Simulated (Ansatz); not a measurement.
**MoP (model structure, from the WC type, P-6m2, No. 187): lattice parameter a by level of theory**

No measured value is used here.

```json
[
 {"level (code)": "PBE (Ansatz)", "value (Å)": "3.241"},
 {"level (code)": "PBEsol (Ansatz)", "value (Å)": "?"},
 {"level (code)": "PBE-D3(BJ) (Ansatz)", "value (Å)": "3.199"}
]
```

Problem. What belongs in the gaps?

Solution. 
- PBEsol (Ansatz, a program for electronic structure), value (Å): 3.206

Ansatz's density-functional and Hartree–Fock values are scalar-relativistic unless marked +SOC, with PAW data made under PBE.

A model structure was made by putting elements into a prototype or built by hand; it is no filed structure, need not be a known phase, and can be a saddle point held by its symmetry.
